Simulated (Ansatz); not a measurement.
An Ansatz (a program for electronic structure) input for (Mg,Cd)S alloy cell CdMg7S8 (zinc blende start):

Ansatz 0.2 input:
```yaml
crystal:
  lattice:
    - [-0.00000004, 5.730934192, 5.730934189]
    - [5.730934172, -0.000000017, 5.730934166]
    - [5.730934178, 5.730934175, -0.000000023]
  atoms:
    - { symbol: Mg, position: [0.000000005, 0.000000003, -0.000000004] }
    - { symbol: Mg, position: [0.000330259, 0.000330256, 0.499669753] }
    - { symbol: Mg, position: [0.000330262, 0.499669747, 0.00033027] }
    - { symbol: Mg, position: [0.000330273, 0.499669741, 0.499669754] }
    - { symbol: Mg, position: [0.499669757, 0.000330258, 0.000330263] }
    - { symbol: Mg, position: [0.499669776, 0.000330238, 0.499669749] }
    - { symbol: Mg, position: [0.499669777, 0.499669733, 0.000330228] }
    - { symbol: Cd, position: [0.499999999, 0.499999996, 0.499999998] }
    - { symbol: S, position: [0.125035684, 0.125035697, 0.125035706] }
    - { symbol: S, position: [0.125035668, 0.125035703, 0.624892903] }
    - { symbol: S, position: [0.125035666, 0.624892904, 0.125035697] }
    - { symbol: S, position: [0.116052708, 0.627982437, 0.627982418] }
    - { symbol: S, position: [0.624892894, 0.125035699, 0.125035691] }
    - { symbol: S, position: [0.627982433, 0.116052714, 0.627982414] }
    - { symbol: S, position: [0.627982433, 0.627982433, 0.116052722] }
    - { symbol: S, position: [0.627982406, 0.627982441, 0.62798244] }
basis:
  ecutwfc: 420
  ecutrho_ratio: 4
  xc_grid: 2
kpoints:
  mp_grid: { grid: [4, 4, 4] }
hamiltonian:
  xc: pbe
  dispersion: none
  pseudopotentials: { kind: paw }
scf:
  n_extra_bands: 13
  occupations: { method: fermi_dirac, width: 0.01 }
output:
  forces: true
  stress: true
  eigenstates:
    kpoints:
      - [0.0, 0.0, 0.0]
      - [-0.15, 0.0, -0.15]
      - [0.0, -0.15, -0.15]
    e_range: [-4.0, 6.0]
    localisation: true
relax:
  f_tol: 0.03
  max_steps: 90
  cell: { stress_tol: 0.15 }
```

All values below come from PBE (plane waves to 420 eV, PAW; Ansatz). Scalar-relativistic, without spin–orbit coupling. Its k-point mesh 4×4×4, Fermi–Dirac width 0.01 eV.

Task: What does the end of the output print (band table and long remarks left out, numbers rounded to eight decimals)?

Result: 
```
SCF converged after 3 iterations
Free energy (F): -28958.860122 eV
Harris-Foulkes:  -28958.860122 eV  (|F-HF|=1.14e-9)
Internal energy: -28958.860122 eV  (E = F + TS)
E sigma→0 (E₀):  -28958.860122 eV
Fermi energy:    4.953494 eV
--- Per-component energies (eV) ---
  E_band       = -3146.681357
  E_kinetic    = 1896.576680
  E_local      = -17708.106926  (includes V_loc(G=0)·N_el)
  E_nonlocal   = 927.019695
  E_hartree    = 6852.037753
  E_xc         = -1161.770555
  E_vxc        = -1189.405089  (∫ρ·V_xc dr)
  E_paw        = -10933.519246  (= ΣΔE_a)
  E_vpaw       = -776.841723  (= ΣTr[D̂ρ^β])
  E_aug_tail   = -0.000001  (compensation charges beyond the density's cutoff)
  E_ewald      = -8831.097523
  E_smearing   = 0.000000  (= −TS)
  E_closure    = 0.000000  (closes the sum)
  Σ components = -28958.860122   (vs F -28958.860122, Δ=0.00e0)
--- Forces (eV/Å), atoms counted from 1 ---
  atom   1  Mg     0.00000000    0.00000000    0.00000000
  atom   2  Mg     0.00000000    0.00000000     0.00194813
  atom   3  Mg     0.00000000     0.00194813    0.00000000
  atom   4  Mg    -0.00194813    0.00000000    0.00000000
  atom   5  Mg     0.00194813    0.00000000    0.00000000
  atom   6  Mg     0.00000000    -0.00194813    0.00000000
  atom   7  Mg     0.00000000    0.00000000    -0.00194813
  atom   8  Cd     0.00000000    0.00000000    0.00000000
  atom   9  S      0.00378076     0.00378076     0.00378076
  atom  10  S     -0.00378076    -0.00378076     0.00378076
  atom  11  S     -0.00378076     0.00378076    -0.00378076
  atom  12  S     -0.00581927     0.00581927     0.00581927
  atom  13  S      0.00378076    -0.00378076    -0.00378076
  atom  14  S      0.00581927    -0.00581927     0.00581927
  atom  15  S      0.00581927     0.00581927    -0.00581927
  atom  16  S     -0.00581927    -0.00581927    -0.00581927
  max |Σ_I F_I| component: 1.38e-16 eV/Å
--- Stress (GPa, compression-positive) ---
       -0.058963      0.000000      0.000000
       0.000000      -0.058963       0.000000
       0.000000       0.000000      -0.058963
  P = ⅓ Tr σ = -0.0590 GPa (-0.590 kbar)
--- Relaxed structure (2 steps of the walk, 2 accepted, 1 SCFs on fresh bases) ---
  F+E_penalty+E_count = -28958.86012217 eV   max|allowed force component| = 5.819e-3 eV/Å   (the final SCF, on the basis selected at the relaxed cell)
  cell:  # Å, volume = 375.7033 Å³
    - [0.0, 5.72714706, 5.72714706]
    - [5.72714706, 0.0, 5.72714706]
    - [5.72714706, 5.72714706, 0.0]
  atoms:
    - { symbol: Mg, position: [0.0, 0.0, 0.0] }
    - { symbol: Mg, position: [0.00081646, 0.00081646, 0.49918354] }
    - { symbol: Mg, position: [0.00081646, 0.49918354, 0.00081646] }
    - { symbol: Mg, position: [0.00081646, 0.49918354, 0.49918354] }
    - { symbol: Mg, position: [0.49918354, 0.00081646, 0.00081646] }
    - { symbol: Mg, position: [0.49918354, 0.00081646, 0.49918354] }
    - { symbol: Mg, position: [0.49918354, 0.49918354, 0.00081646] }
    - { symbol: Cd, position: [0.50000000, 0.5, 0.50000000] }
    - { symbol: S, position: [0.12495320, 0.12495320, 0.12495320] }
    - { symbol: S, position: [0.12495320, 0.12495320, 0.62514041] }
    - { symbol: S, position: [0.12495320, 0.62514041, 0.12495320] }
    - { symbol: S, position: [0.11432234, 0.62855922, 0.62855922] }
    - { symbol: S, position: [0.62514041, 0.12495320, 0.12495320] }
    - { symbol: S, position: [0.62855922, 0.11432234, 0.62855922] }
    - { symbol: S, position: [0.62855922, 0.62855922, 0.11432234] }
    - { symbol: S, position: [0.62855922, 0.62855922, 0.62855922] }
```

Cost: around 40 core-seconds (rough).
